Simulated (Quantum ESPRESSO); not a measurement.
## Sensitivity of a calculation on Mg6CdSn (P1, 8 atoms in the cell) to its settings

```
Mg6CdSn
1.0
    5.20960     0.00000     0.00000
    0.00000     3.13051     5.59051
    0.00000    -3.13051     5.59051
Mg Cd Sn
6 1 1
Direct
  0.01385   0.82669   0.33046
  0.00111   0.33572   0.83737
  0.00430   0.32623   0.34027
  0.49896   0.65999   0.17324
  0.49030   0.18030   0.66593
  0.49174   0.16757   0.16853
  0.50852   0.66294   0.64925
  0.99121   0.84055   0.83494
```

Base run A: PBEsol, GBRV 1.5 ultrasoft (PBESOL) pseudopotentials in Quantum ESPRESSO, self-consistent single point.

Its settings: ecutwfc = 40 Ry; ecutrho = 200 Ry; occupations = smearing; smearing = gaussian; degauss = 0.0147 Ry; K_POINTS = automatic 3 3 3 0 0 0; conv_thr = 1e-10 Ry; mixing_beta = 0.7.

The starting cell comes from a database of computed structures (which also holds hypothetical and non-ambient phases and stackings), without a prior relaxation at this level. Its atoms were displaced at random from the sites of space group no. 38. Without a gap this mesh is coarse (it stands for a supercell whose shortest vector is 16 Å).

ΔF is the free energy per atom less that of run A. A dash stands where there is no value to compare (another energy zero or no entropy term, no result, no spin, no clean gap, or a mesh too coarse for one). Total energies depend on the potentials, the functional and any Hubbard or dispersion term, so they are compared only between runs that share all of them.

```json
[
 {"run": "A", "change": "base", "ΔF (meV/atom)": "0.00", "pressure (GPa)": "-1.23", "largest force (eV/Å)": "0.357", "k-points": "14"},
 {"run": "B", "change": "degauss: 0.0147 Ry → 0.0036749 Ry", "ΔF (meV/atom)": "5.2", "pressure (GPa)": "-1.26", "largest force (eV/Å)": "0.364", "k-points": "14"},
 {"run": "C", "change": "degauss: 0.0147 Ry → 0.0073499 Ry", "ΔF (meV/atom)": "4.1", "pressure (GPa)": "-1.26", "largest force (eV/Å)": "0.363", "k-points": "14"},
 {"run": "D", "change": "ecutrho: 200 Ry → 400 Ry", "ΔF (meV/atom)": "-0.10", "pressure (GPa)": "-1.24", "largest force (eV/Å)": "0.357", "k-points": "14"},
 {"run": "E", "change": "vdw_corr: default → grimme-d3; dftd3_version: default → 4; dftd3_threebody: default → true [PBEsol-D3(BJ) with three-body term]", "ΔF (meV/atom)": "–", "pressure (GPa)": "-3.17", "largest force (eV/Å)": "0.357", "k-points": "14"},
 {"run": "F", "change": "conv_thr: 1e-10 Ry → 7.3e-10 Ry", "ΔF (meV/atom)": "0.00", "pressure (GPa)": "-1.23", "largest force (eV/Å)": "0.357", "k-points": "14"},
 {"run": "G", "change": "degauss: 0.0147 Ry → 0.002205 Ry; K_POINTS: automatic 3 3 3 0 0 0 → automatic 4 4 4 0 0 0", "ΔF (meV/atom)": "-14.5", "pressure (GPa)": "-1.23", "largest force (eV/Å)": "0.265", "k-points": "36"},
 {"run": "H", "change": "nosym: default → true", "ΔF (meV/atom)": "0.00", "pressure (GPa)": "-1.23", "largest force (eV/Å)": "0.357", "k-points": "14"},
 {"run": "I", "change": "conv_thr: 1e-10 Ry → 1e-13 Ry", "ΔF (meV/atom)": "0.00", "pressure (GPa)": "-1.24", "largest force (eV/Å)": "0.357", "k-points": "14"},
 {"run": "J", "change": "startingwfc: default → atomic", "ΔF (meV/atom)": "0.00", "pressure (GPa)": "-1.23", "largest force (eV/Å)": "0.357", "k-points": "14"}
]
```

Run E against A: The pressure goes from -1.23 to -3.17 GPa and the largest force stays at 0.357 eV/Å.

Run C against A: The free energy rises by 4.1 meV/atom, the pressure hardly changes (-1.23 to -1.26 GPa) and the largest force moves little (0.357 to 0.363 eV/Å).
